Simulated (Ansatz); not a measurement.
Abridged Ansatz (a program for electronic structure) output:

```
Relaxation: its limit of steps is 60 (relax.max_steps)
Pseudopotential: Mg, paw, valence charge 10
Pseudopotential: F, paw, valence charge 7
Crystal: 6 atoms, lattice volume = 63.201 Å³
Basis set: ecut = 420 eV, 1227 PW (Γ), exchange–correlation on 64×64×48 points (8 copies of the dense FFT grid, shifted against one another)
Bands: 30, of which v1, the nominal top of the filled ones, is band 24 counted from 1 (23 counted from 0)
Symmetry: 16 space group operations
k-points: 60 of 539
Functional: x = pbesol(κ = 0.804, μ = 0.12345679012345678), c = pbesol(β = 0.046)
SCF iter   1: F=—  HF=-7035.882953 eV  |F-HF|=—  |Δ(HF+E_count)|=         —  Δρ=1.49e-2  dr2=8.33e-2  ethr=1.77e-3  ⟨swp⟩=6.0  Hψ=8196  notcnv=0  defer=4
SCF iter   2: F=—  HF=-7035.855871 eV  |F-HF|=—  |Δ(HF+E_count)|=   2.71e-2  Δρ=2.06e-3  dr2=8.33e-4  ethr=1.73e-4  ⟨swp⟩=2.0  Hψ=3315  notcnv=0  defer=101
SCF 1 converged in 6 iterations: F = -7035.855850 eV  dr2 = 2.16e-8
relax step   1: F+E_penalty+E_count = -7035.85585045 eV  Δ(F+E_penalty+E_count) = +0.000e0 eV  max|allowed force component| = 3.818e-6 eV/Å  Δτ_max = 0.0000 Å  P = +4.487 GPa  Ω = 63.201 Å³  (6 SCF iters, dr2 threshold 1.00e-7 eV, accepted)
[... steps on the carried basis left out ...]
relax step  10: F+E_penalty+E_count = -7035.76354325 eV  Δ(F+E_penalty+E_count) = +4.506e-5 eV  max|allowed force component| = 2.534e-5 eV/Å  Δτ_max = 0.0000 Å  P = +8.999 GPa  Ω = 60.987 Å³  stress off target by 1.16e-3 GPa  SCF on the basis re-selected at this cell (its energy is not comparable with the rows above)  (4 SCF iters)
SCF converged after 4 iterations
Free energy (F): -7035.763543 eV
Internal energy: -7035.763543 eV  (E = F + TS)
E sigma→0 (E₀):  -7035.763543 eV
Fermi energy:    6.788838 eV
--- Forces (eV/Å), atoms counted from 1 ---
  atom   1  Mg     0.00000000    -0.00000000     0.00000000
  atom   2  Mg     0.00000000     0.00000000     0.00000000
  atom   3  F      0.00002534     0.00002534     0.00000000
  atom   4  F      0.00002534    -0.00002534     0.00000000
  atom   5  F     -0.00002534     0.00002534     0.00000000
  atom   6  F     -0.00002534    -0.00002534     0.00000000
--- Stress (GPa, compression-positive) ---
        8.999161       0.000000       0.000000
        0.000000       8.999161       0.000000
        0.000000       0.000000       8.998839
  P = ⅓ Tr σ = 8.9991 GPa (89.991 kbar)
--- Relaxed structure (7 steps of the walk, 7 accepted, 3 SCFs on fresh bases) ---
  cell:  # Å, volume = 60.9873 Å³
    - [4.511050361855367, 2.174604957490694e-34, 0.0]
    - [2.174604957490694e-34, 4.511050361855367, 0.0]
    - [0.0, 0.0, 2.996981825835672]
  atoms:
    - { symbol: Mg, position: [-4.9436657001580796e-21, -2.471832850079476e-22, 0.0] }
    - { symbol: Mg, position: [0.5, 0.5, 0.5] }
    - { symbol: F, position: [0.30226100974289916, 0.30226100974289916, 0.0] }
    - { symbol: F, position: [0.8022610097428992, 0.1977389902571009, 0.5] }
    - { symbol: F, position: [0.1977389902571009, 0.8022610097428992, 0.5] }
    - { symbol: F, position: [0.6977389902571008, 0.6977389902571008, 0.0] }
```

**Question.** What was computed, and what are the main results?

**Answer.** MgF2, 6 atoms in the cell, with Ansatz PBEsol, no spin-orbit coupling, from a series relaxed to a target (pressure 9 GPa). The last SCF converged to F = -7035.763543 eV, or -1172.6273 eV per atom, at a pressure of 9.00 GPa. The total energy compares only with runs of the same code, potentials and settings.

Load acts through the strain it causes; cell and atoms are relaxed under it. Whether these cells are dynamically stable was not tested. No other phases were tried under pressure. The cell was made from MgF₂ in the rutile structure (space group P4_2/mnm, No. 136) by this change: pressure 9 GPa.

Keys are those of Ansatz 0.2.
